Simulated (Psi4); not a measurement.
Psi4 1.11, HF/def2-svp: Si(Vi)(OMe)3 (C=C[Si](OC)(OC)OC), 21 atoms. The geometry is a generated start, not checked to be a minimum at this level.

```
Quantity                              Value
--------------------------  ---------------
task                                 energy
method                                  scf
basis                              def2-svp
memory                                 3 GB
maxiter                                 100
keys of the molecule block      symmetry c1
scf_type                       df (default)
e_convergence               1e-06 (default)
d_convergence               1e-06 (default)
basis functions                         190
```

```xyz
21

C      0.7683    -1.9965    -1.9460
C      0.0317    -0.9290    -1.6827
Si    -0.1447    -0.0924    -0.0034
O      0.1272     1.5233    -0.1083
C      1.2932     2.1674    -0.5411
O      0.9066    -0.8863     0.9427
C      1.0722    -0.7846     2.3307
O     -1.6087    -0.2131     0.6817
C     -2.8211     0.3577     0.2746
H      1.3412    -2.4731    -1.1697
H      0.8272    -2.4340    -2.9314
H     -0.5276    -0.4834    -2.4991
H      1.1274     3.2419    -0.4603
H      2.1489     1.8822     0.0765
H      1.5186     1.9092    -1.5792
H      0.2115    -1.2124     2.8471
H      1.1838     0.2570     2.6405
H      1.9729    -1.3408     2.5975
H     -2.7549     1.4485     0.2877
H     -3.5893     0.0288     0.9756
H     -3.0843     0.0300    -0.7334
```

With the defaults (damping_percentage = 0, diis_max_vecs = 10, diis_start = 1, guess = auto, which took SAD, diis = true, scf_initial_accelerator = adiis, level_shift = 0, level_shift_cutoff = 0.01) it converges in 8 SCF iterations. One run each on 2 threads, with these changes:
- level_shift = 0.1, level_shift_cutoff = 0.001
- damping_percentage = 20
- guess = modhuckel
- damping_percentage = 60
- diis_start = 4
- diis_max_vecs = 20
- damping_percentage = 60, diis = false, scf_initial_accelerator = none
- guess = gwh
- guess = core

### Question
Which of these changes keep the SCF from converging, or lead it to another solution?

### Answer
No convergence: damping_percentage = 60 (the run ends without SCF convergence in 100 iterations). The rest reach the solution of the defaults.

```json
[
 {"setting": "the defaults", "SCF iterations": "8", "end": "same solution"},
 {"setting": "diis_max_vecs = 20", "SCF iterations": "8", "end": "same solution"},
 {"setting": "diis_start = 4", "SCF iterations": "8", "end": "same solution"},
 {"setting": "level_shift = 0.1, level_shift_cutoff = 0.001", "SCF iterations": "8", "end": "same solution"},
 {"setting": "guess = modhuckel", "SCF iterations": "9", "end": "same solution"},
 {"setting": "guess = gwh", "SCF iterations": "13", "end": "same solution"},
 {"setting": "guess = core", "SCF iterations": "13", "end": "same solution"},
 {"setting": "damping_percentage = 20", "SCF iterations": "14", "end": "same solution"},
 {"setting": "damping_percentage = 60, diis = false, scf_initial_accelerator = none", "SCF iterations": "35", "end": "same solution"},
 {"setting": "damping_percentage = 60", "SCF iterations": "100", "end": "no convergence"}
]
```
